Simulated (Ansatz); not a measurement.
Defect migration in silicon with all lengths changed by +1 %: interstitial C, neutral cell. Method: PBE, PAW (plane waves to 420 eV; Ansatz, a first-principles code).

Cell of 64 host sites held at the strained lattice (strain from the relaxed PBE one, atoms relaxed); a 2×2×2 k-point mesh shifted by half a step; Fermi-Dirac width 0.01 eV, spin-restricted; finite-size errors left in. Static, classical nuclei. The charge state is imposed; whether it is stable for some Fermi level was not computed. Sites that were not tried may lie lower.

Barriers: single points on a 3×3×3 k-point mesh shifted by half a step at the bands' geometries.

The step: a concerted move, in which C travels most; the atom moves 1.44 Å along (-0.05, 0.05, 0.25) of the unit cell; the moving atom starts with neighbours Si at 1.75, 2 Si at 1.83 Å and ends with Si at 1.75, 2 Si at 1.83 Å.

Question: Predict the migration barrier of this step from PBE, PAW.

Answer: 13.1 kcal/mol, the same both ways. At the saddle the moving atom has neighbours 2 Si at 1.88, Si at 2.06, Si at 2.08 Å. The saddle point's order was not checked, and it lies on a symmetry element of the cell, where a band can be held.
